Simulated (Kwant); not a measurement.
Device: GaN/Al0.2Ga0.8N stack with 1 barrier. One parabolic valley. Leads of mass 0.2 mₑ with the band edge at 0; grid 0.1 nm; bias 0 V, dropping linearly over the stack.

```json
[
 {"layer": "1", "thickness (nm)": "2.4", "band offset (eV)": "0.35", "mass (mₑ)": "0.22"}
]
```

Constants are typed, rounded textbook-type inputs, not results; the design itself was drawn at random and stands for no fabricated device.

Computed with Kwant: one-band effective-mass tight-binding model in one dimension, coherent, no space charge.

Sweep values stay those of the base run.

Base results: transmission at E = 0.1077 eV 0.012; transmission at E = 0.2203 eV 0.056; transmission at E = 0.4455 eV 0.56; transmission at E = 0.3329 eV 0.20.

Task: What follows from this one change: mass in the first barrier 0.22 → 0.18 mₑ?

Result: transmission at E = 0.1077 eV 0.012 → 0.019; transmission at E = 0.2203 eV 0.056 → 0.086; transmission at E = 0.4455 eV 0.56 → 0.62; transmission at E = 0.3329 eV 0.20 → 0.27.

Task: What follows from this one change: thickness of the first barrier 2.4 → 3.4 nm?

Result: transmission at E = 0.1077 eV 0.012 → 0.0011; transmission at E = 0.2203 eV 0.056 → 0.010; transmission at E = 0.4455 eV 0.56 → 0.78; transmission at E = 0.3329 eV 0.20 → 0.093.

Task: What follows from this one change: height of the first barrier 0.35 → 0.21 eV?

Result: transmission at E = 0.1077 eV 0.012 → 0.095; transmission at E = 0.2203 eV 0.056 → 0.38; transmission at E = 0.4455 eV 0.56 → 0.98; transmission at E = 0.3329 eV 0.20 → 0.79.
